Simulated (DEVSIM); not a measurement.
System: GaAs n-i-p diode, at 400 K.

```
layer (left to right)  material  thickness (μm)  Nd (cm⁻³)  Na (cm⁻³)  τn (s)  τp (s)
---------------------  --------  --------------  ---------  ---------  ------  ------
1                          GaAs           0.380     2.4e17          -  2.2e-8  2.2e-8
2                          GaAs            49.0          -     3.4e13  2.2e-8  2.2e-8
3                          GaAs           0.270          -     1.3e17  2.2e-8  2.2e-8
```

Left contact: ohmic. Right contact: ohmic. Voltage is applied to the left contact. Recombination: SRH at mid-gap, radiative, Auger. Mobility is μmin + (μ − μmin)/(1 + (N/Nref)^α).

The device is made up for the run: typed textbook-type constants, with dimensions and the other settings drawn at random. Values at 300 K; Nc and Nv go as T^1.5, mobilities as T to minus their exponent, the gap by Varshni's rule with the affinity fixed.

```tsv
parameter	GaAs
gap (eV)	1.424
affinity (eV)	4.07
permittivity	12.9
Nc (cm⁻³)	4.7e17
Nv (cm⁻³)	9e18
μn (cm²/Vs)	8500
μp (cm²/Vs)	400
μn,min	500
μp,min	20
Nref,n	6e16
Nref,p	1.5e17
αn	0.39
αp	0.38
T exponent of μn	2.1
T exponent of μp	2.2
B (cm³/s)	2e-10
Cn (cm⁶/s)	1e-30
Cp (cm⁶/s)	1e-30
Varshni α (eV/K)	0.000541
Varshni β (K)	204
```

DEVSIM, 1D drift-diffusion, Boltzmann statistics, complete ionisation; no tunnelling, impact ionisation, image-force lowering or self-heating.

The temperature was swept, all else fixed.

```
temperature (K)  dark forward voltage at 1 A/cm² (V)  potential step across the device at zero bias (V)
---------------  -----------------------------------  -------------------------------------------------
350                                       (withheld)                                              1.239
400                                            1.086                                              1.178
450                                            1.098                                              1.116
500                                            1.119                                              1.051
```

Question: Fill in the missing entries.

Answer: 
- 350, dark forward voltage at 1 A/cm² (V): 1.093
